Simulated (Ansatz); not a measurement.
## CsPbBr3: Cs on a Br site (antisite), symmetric start

The parent structure is a 20-atom supercell of CsPbBr₃ in the cubic perovskite structure (space group Pm-3m, No. 221; a = 5.872 Å) at its relaxed geometry.

The change: one Br atom is replaced by Cs, atoms relaxed at fixed cell.

The values are results of PBEsol (Ansatz, a first-principles code), scalar-relativistic without spin-orbit coupling, not measurements. k-mesh 3×3×3 (Γ-centred); smearing 0.01 eV (Fermi–Dirac).

| quantity | base | changed | shift |
|---|---|---|---|
| pressure | 0.0 GPa | 1.0 GPa | +1.0 GPa |
| gap of the supercell | 1.43 eV | zero | – |
| total moment of the cell | – | 0.7 μB | – |
| energy gained by relaxation | – | 1.16 eV | – |
| largest displacement of a host atom from its site in the perfect cell | – | 0.53 Å | – |

Final structure:

```
CELL_PARAMETERS angstrom
      5.87207    -5.87207    -5.87207
     -5.87207     5.87207    -5.87207
      5.87207     5.87207     5.87207
ATOMIC_POSITIONS crystal
  Cs 0.51046 0.50000 0.98954
  Cs 0.98954 0.97908 0.98954
  Cs 0.98954 0.50000 0.51046
  Cs 0.51046 0.02092 0.51046
  Pb 0.51545 0.50000 0.51545
  Pb 0.00000 0.00000 0.50000
  Pb 0.98455 0.50000 0.98455
  Pb 0.50000 0.00000 0.00000
  Cs 0.25000 0.50000 0.25000
  Br 0.75000 0.00000 0.25000
  Br 0.75000 0.50000 0.75000
  Br 0.25000 0.00000 0.75000
  Br 0.70150 0.74654 0.45496
  Br 0.20842 0.25346 0.45496
  Br 0.29158 0.74654 0.04504
  Br 0.79850 0.25346 0.04504
  Br 0.45496 0.25346 0.20842
  Br 0.04504 0.74654 0.29158
  Br 0.04504 0.25346 0.79850
  Br 0.45496 0.74654 0.70150
```

Cost of the whole job for the changed cell (relaxation, final SCF and bands): roughly 15 core-minutes.

Other magnetic orders, which the real material may have, were not ruled out. In so small a cell the defect repeats every few ångströms: this is an ordered compound, not a dilute defect. A case with no gap was solved on a k-mesh chosen for an insulator, which is coarse for it. The defect started on the symmetric site and kept its symmetry, so it may sit on a saddle. With Pb present, leaving out spin-orbit coupling can change the band edges. Seeded moments were not kept for Cs on a Br site (antisite). Many cubic perovskites are stable only at high temperature; tilts and polar distortions were not tested. The defect cell is spin-polarised and ends with 0.7 μB, a fractional moment that hangs on the mesh and smearing. This is not the structure that CsPbBr3 has at room temperature and ambient pressure.
